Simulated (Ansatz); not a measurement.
## A constructed model of the (100) surface of fcc Al, a layer of Sn in place of the second plane (bottom of the slab: a bare face, its two planes held)

These are PBE (plane waves to 420 eV, PAW; Ansatz, a first-principles code) values and carry that method's errors.

Model: 6-atom slab, 10.3 Å thick at the start (thin: gaps and levels are the slab's own), 13x13x1 mesh, Fermi-Dirac 0.1 eV, dipole correction, 2 atoms held, the rest relaxed; symmetry of the start imposed; no spin, no spin-orbit, no U. It is one candidate, not shown to be the stable structure of the face.

| Quantity | Value |
|---|---|
| work function of the top face | 4.13 eV |
| energy released by relaxation | 0.43 eV |
| cost | about 2.2 core-minutes (a rough figure) |
